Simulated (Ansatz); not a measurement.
Cubic perovskite KNiF3, treated with HSE06 (plane waves, PAW; Ansatz, an electronic-structure program).

Numerical settings: plane-wave cutoff 460 eV, 6×6×6 k mesh, Fermi–Dirac smearing 0.01 eV, spin-polarised with parallel moments, scalar-relativistic PAW data made under PBE.

Cell (measured lattice):

```
KNiF3
1.0
    4.01300     0.00000     0.00000
    0.00000     4.01300     0.00000
    0.00000     0.00000     4.01300
K Ni F
1 1 3
Cartesian
  0.00000   0.00000   0.00000
  2.00650   2.00650   2.00650
  2.00650   0.00000   2.00650
  0.00000   2.00650   2.00650
  2.00650   2.00650   0.00000
```
Starting moments (μB, in the order of the record's atoms K Ni F F F): 0.0 2.0 0.0 0.0 0.0.

Give the computed band gap, smallest direct gap on the k points sampled and Γ–Γ gap.


* **band gap**: 5.23 eV (on the SCF k mesh) (indirect)
* **smallest direct gap on the k points sampled**: 5.49 eV
* **Γ–Γ gap**: 6.53 eV

Note: the magnetic order was assumed, not searched for or taken from measurement; cell and atoms aren't relaxed at this level (pressure 1.6 GPa).

The computed numbers hold no vibrational or temperature effects.

The result took about 7 core-minutes (a rough figure).
